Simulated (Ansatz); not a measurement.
The parent structure is NiSi₂ (space group Fm-3m, No. 225; a = 5.445 Å; not spin-polarised; relaxed with 0.1 eV smearing).

Level of theory: plane-wave PAW DFT at the PBE level (Ansatz, a first-principles code, 420 eV), no spin-orbit coupling, earlier PAW set.

Before the change:

```
Property    Value
--------  -------
Pressure  0.0 GPa
Band gap     zero
```

Modification: the cell is scaled by 0.9867 in all directions, atoms relaxed at fixed cell.

### Question
Predict the new energy relative to the base.

### Answer
The energy goes up by 10 meV/atom.

### Question
What happens to the pressure?

### Answer
The pressure goes from zero to 6.4 GPa.

### Question
How does this affect the band gap?

### Answer
The band gap stays zero.

The cells carry an imposed strain or load. No phonon test of stability was made. Starting moments died away, wholly or in part, for the base; another magnetic solution may exist. The final runs are not spin-polarised.
